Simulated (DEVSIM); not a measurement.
Structure: illuminated InP p-on-n cell, one wavelength, at 300 K.

Layer 1 from the left is InP, thickness (μm) 0.160, Na (cm⁻³) 1.6e18, τn (s) 1.8e-11, τp (s) 4.6e-11, absorption coefficient (cm⁻¹) 30000. Layer 2 from the left is InP, thickness (μm) 2.20, Nd (cm⁻³) 2e17, τn (s) 6.1e-10, τp (s) 6.1e-10, absorption coefficient (cm⁻¹) 30000.

Left contact: ohmic, minority electron recombination velocity 1e6 cm/s. Right contact: ohmic, minority hole recombination velocity 3e6 cm/s. Voltage is applied to the left contact. Recombination: SRH at mid-gap, radiative, Auger. Light enters at the left, 5.7e17 photons cm⁻² s⁻¹, one pass, no reflection. Mobility is μmin + (μ − μmin)/(1 + (N/Nref)^α).

The device is made up for the run: typed textbook-type constants, with dimensions and the other settings drawn at random. Values at 300 K.

InP: gap (eV) 1.344, affinity (eV) 4.38, permittivity 12.5, Nc (cm⁻³) 5.7e17, Nv (cm⁻³) 1.1e19, μn (cm²/Vs) 5200, μp (cm²/Vs) 170, μn,min 400, μp,min 10, Nref,n 3e17, Nref,p 4.9e17, αn 0.47, αp 0.62, B (cm³/s) 1.2e-10, Cn (cm⁶/s) 9e-31, Cp (cm⁶/s) 9e-31.

Model (solved in DEVSIM): 1D drift-diffusion, Boltzmann statistics, complete ionisation; no tunnelling, impact ionisation, image-force lowering or self-heating.

What does the simulation give for the dark forward voltage at 1 A/cm², the potential step across the device at zero bias, the short-circuit current?

dark forward voltage at 1 A/cm² 0.971 V; potential step across the device at zero bias 1.267 V; short-circuit current 65.8 mA/cm².
